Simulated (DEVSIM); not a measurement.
## Schottky contact on n-type Si

Structure: Schottky contact on n-type Si, at 350 K.

| layer (left to right) | material | thickness (μm) | Nd (cm⁻³) | τn (s) | τp (s) |
|---|---|---|---|---|---|
| 1 | Si | 6.20 | 3.6e15 | 3.1e-7 | 3.1e-7 |
| 2 | Si | 43.0 | 1.4e18 | 3.1e-7 | 3.1e-7 |

Left contact: Schottky, work function 4.94 eV, emission velocity 4.4e6 cm/s. Right contact: ohmic. Voltage is applied to the left contact. Recombination: SRH at mid-gap, radiative, Auger. Gap narrowing is on: ΔEg = 6.92 meV × (l + √(l² + 0.5)), l = ln(N/1.3e17 cm⁻³), shared equally by both band edges. Mobility is μmin + (μ − μmin)/(1 + (N/Nref)^α).

Constants are typed, rounded textbook-type inputs, not results; the design itself was drawn at random and stands for no fabricated device. Values at 300 K; Nc and Nv go as T^1.5, mobilities as T to minus their exponent, the gap by Varshni's rule with the affinity fixed.

```csv
parameter,Si
gap (eV),1.124
affinity (eV),4.05
permittivity,11.7
Nc (cm⁻³),2.86e19
Nv (cm⁻³),3.1e19
μn (cm²/Vs),1417
μp (cm²/Vs),470
"μn,min",52
"μp,min",45
"Nref,n",9.7e16
"Nref,p",2.2e17
αn,0.68
αp,0.72
T exponent of μn,2.3
T exponent of μp,2.2
B (cm³/s),4.7e-15
Cn (cm⁶/s),2.8e-31
Cp (cm⁶/s),9.9e-32
Varshni α (eV/K),0.000473
Varshni β (K),636
```

DEVSIM, 1D drift-diffusion, Boltzmann statistics, complete ionisation; no tunnelling, impact ionisation, image-force lowering or self-heating. Metal contacts follow the ideal Schottky-Mott rule: no Fermi-level pinning, no interface dipoles.

```yaml
potential_step_across_the_device_at_zero_bias: 0.775 V
Dark forward voltage at 1 A/cm²: 0.385 V
Dark forward voltage at 100 A/cm²: 0.602 V
```

Dark reverse current:

```tsv
V (V)	J (A/cm²)
-0.40	-5.5e-6
-1.00	-7.4e-6
-2.00	-9.7e-6
-3.00	-1.2e-5
-4.00	-1.3e-5
-6.00	-1.6e-5
-8.00	-1.8e-5
-10.00	-2.0e-5
-13.00	-2.3e-5
-16.00	-2.5e-5
-20.00	-2.8e-5
```

Small-signal capacitance in reverse bias (quasi-static):

| V (V) | C (nF/cm²) |
|---|---|
| -0.4 | 15.8 |
| -1 | 12.9 |
| -2 | 10.3 |
| -3 | 8.87 |
| -4 | 7.89 |
| -6 | 6.63 |
| -8 | 5.83 |
| -10 | 5.26 |
| -13 | 4.65 |
| -16 | 4.22 |
| -20 | 3.79 |
